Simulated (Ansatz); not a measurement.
## fcc Pb (0 0 1) on cubic ZrO2 (0 0 1) (film strained to the substrate, started from cuts of the bulks and a machine-learned relaxation; slabs O10Zr6 and Pb4, which can lie off the formulas)

A periodic stack without vacuum, fcc Pb (0 0 1) on cubic ZrO2 (0 0 1) (film strained to the substrate, started from cuts of the bulks and a machine-learned relaxation; slabs O10Zr6 and Pb4, which can lie off the formulas): substrate slab O10Zr6, film Pb4, surface cells [[1, 0], [1, 1]] and [[1, 0], [1, 1]], film strained by +1.5 and +1.5 %, outermost planes Zr/Zr and Pb/Pb as cut, which need not be the usual terminations and can put a slab off its formula.

The start was prepared with a machine-learned potential, and the result is one local minimum, with the in-plane cell held and forces under 0.04 eV/Å; the film can end far from its bulk form.

The numbers are results of PBE (plane waves to 420 eV, PAW; Ansatz, a program for electronic structure), not measurements. Scalar-relativistic, without spin–orbit coupling; the runs are not spin-polarised. Its k-point mesh 9×9×1, Fermi–Dirac width 0.05 eV.

The interface area is 13.1 Å². The period is 25.11 Å and the heights between the nearest atoms of the two slabs at the two interfaces is 2.24 and 2.25 Å. The Pb–Zr contacts across the interfaces within 1.22 times the sum of covalent radii comes out as 8, mean 3.40 Å.

```
Pb2Zr3O5
1.0
    3.61662    -0.00032    -0.08365
    0.00011     3.61760    -0.01196
    1.22516     0.21468    25.09106
O Zr Pb
10 6 4
Cartesian
  1.60282   3.72711   2.49933
  3.40109   1.91699   2.10798
  1.75301   3.74129   7.76420
  3.54731   1.93122   7.24537
  3.47234   1.92480   4.65356
  1.67777   3.73484   5.14134
  1.89842   3.75746  12.90180
  3.69635   1.94769  12.50982
  3.62094   1.93920   9.86803
  1.82644   3.74953  10.35616
  3.43633   3.72996   3.57169
  1.56968   1.91298   1.12488
  3.58452   3.74428   8.78813
  1.71576   1.92996   6.22326
  3.72917   3.75954  13.88710
  1.86403   1.94464  11.44005
  0.64446   0.24888  18.91993
  2.01691   1.97052  16.17720
  4.52124   0.30239  23.93232
  2.39936   2.03235  21.28936
```
